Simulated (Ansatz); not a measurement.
**ZnO: energy against volume**

ZnO (wurtzite, P6_3mc, 11.330 Å³/atom and stress up to 0.01 GPa in the relaxed cell, c along z) under hydrostatic pressure, with the cell free. LDA in Ansatz, a plane-wave DFT program (PAW, default set), 420 eV, 12×12×7 Γ-centred mesh, Fermi-Dirac smearing 0.05 eV; ions are relaxed, or left where forces stay under 0.02 eV/Å, within the symmetry of each cell.

Here V stands for volume and E for E less E0.

| volume (Å³/atom) | E less E0 (meV/atom) | pressure (GPa) |
|---|---|---|
| 11.4757 | 0.91 | -2.00 |
| 11.4016 | 0.22 | -1.00 |
| 11.3303 | 0.00 | 0.00 |
| 11.2680 | 0.17 | 0.90 |
| 11.1877 | 0.91 | 2.10 |
| 11.0360 | 4.04 | 4.50 |
| 10.7781 | 14.81 | 9.00 |
| 10.4778 | ? | ? |

Question: Using the third-order Birch-Murnaghan form, a cubic in V^(-2/3), estimate the missing E at V = 10.4778 from the other rows, showing the fit.

Answer: With u = V^(-2/3) - 0.1997, the rows have u = -0.0031466, -0.0022959, -0.0014686, -0.0007386, 0.0002123, 0.0020401, 0.0052456. Least squares gives E = 0.702 + 963.4·u + 328111·u² + 185521·u³. Residuals (row less fit): -0.003, 0.003, 0.006, 0.001, -0.011, 0.005, -0.001; standard error 0.008 (degrees of freedom: 3). Its minimum lies at u = -0.0014699, so V0 = (0.1982301)^(-3/2) = 11.33. There d²E/du² = 654600 and d³E/du³ = 1113000, so B0 = (4/9) × 11.33^(-7/3) × 654600 × 0.160218 = 162 GPa (the last factor turns the table's units into GPa), and B0' = 4 + (2/3) × 0.1982301 × (1113000)/654600 = 4.2. B0' rests on the cubic coefficient alone and has a standard error of 0.3 from these residuals. At the withheld row, u = 0.0091430, so E = 0.702 + 963.4 × 0.0091430 + 328111 × 0.0091430² + 185521 × 0.0091430³ = 37.080 meV/atom. The calculation gives 37.16 meV/atom, 0.080 meV/atom above the prediction (0.2 % of the range of E in the table). The row lies outside the fitted rows, so this is an extrapolation. From the scatter of the fitted rows alone, a prediction at this place has a standard error of 0.105 meV/atom, so the miss is 0.8 times that.

Other structures, which can take over under pressure, weren't tried. The same form fitted to the pressure column gives B0' = 4.5; series where the two differ by over 0.4 aren't shown. Rows are the converged runs of the series near zero and its far end, less any whose ions stayed unrelaxed beside relaxed ones; series whose fitted rows scatter by over a few per cent of the range, as at a crossing or softening among them, aren't shown in this form.
